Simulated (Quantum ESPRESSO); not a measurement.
**σyy against uniaxial strain in fcc Ag (space group 225): C12 (Quantum ESPRESSO, LDA)**

```
CELL_PARAMETERS angstrom
      0.00000     2.00246     2.00246
      1.97242     0.00000     2.00246
      1.97242     2.00246     0.00000
ATOMIC_POSITIONS crystal
  Ag 0.00000 0.00000 0.00000
```

Computed with LDA (PZ), GBRV 1.5 ultrasoft (LDA) pseudopotentials (plane waves; Quantum ESPRESSO). Settings: ecutwfc = 52 Ry; ecutrho = 416 Ry; occupations = smearing; smearing = fd; degauss = 0.0036749 Ry; potentials = {Ag: ag_lda_v1.4.uspp.F.UPF}; K_POINTS = automatic 38 38 38 0 0 0; conv_thr = 1e-10 Ry; mixing_beta = 0.5. The cell above is the first row's. The rows stretch one cube axis (x) by the strain ε and hold the other two. Stress is positive in tension. In all rows the k mesh is held.

```
ε (%)  σyy (GPa)
-----  ---------
-1.5       -1.93
-1.0       -1.23
-0.5       -0.55
0.0         0.10
0.5         0.72
1.0         1.31
1.5         1.88
2.0            ?
```

### Question
Using a parabola, estimate the missing σyy at ε = 2.0 from the other rows, showing the fit.

### Answer
Least squares gives σyy = 0.098 + 1.2700·ε - 0.0552·ε². Residuals (row less fit): 0.001, -0.003, 0.001, 0.002, 0.001, -0.003, 0.001; standard error 0.002 (degrees of freedom: 4). The slope at ε = 0, 1.2700 GPa per cent, gives C12 ≈ 100 × 1.2700 = 127 GPa, for the static lattice. At the withheld row, σyy = 0.098 + 1.2700 × 2.0 - 0.0552 × 2.0² = 2.417 GPa. The calculation gives 2.43 GPa, 0.013 GPa above the prediction (0.3 % of the range of σyy in the table). The row lies outside the fitted rows, so this is an extrapolation.

Carrying the step between the two nearest rows on in a straight line would have given 2.45, off by 0.02; series whose last step already gives the withheld value aren't shown. The reference cell has the volume at which an earlier scan in this program and functional put its minimum by a fit. The unstrained cell stands at a pressure of -0.10 GPa, and the constants belong to that pressure. Without a gap such slopes are sensitive to mesh and smearing. Cutoffs and mesh are single choices, not tested for convergence of this quantity. Series with a scatter that would blur these digits, or in which a gap closes, are not shown. Strain series were run only where this level's volume lies within 10 % of a first guess from the measured size.
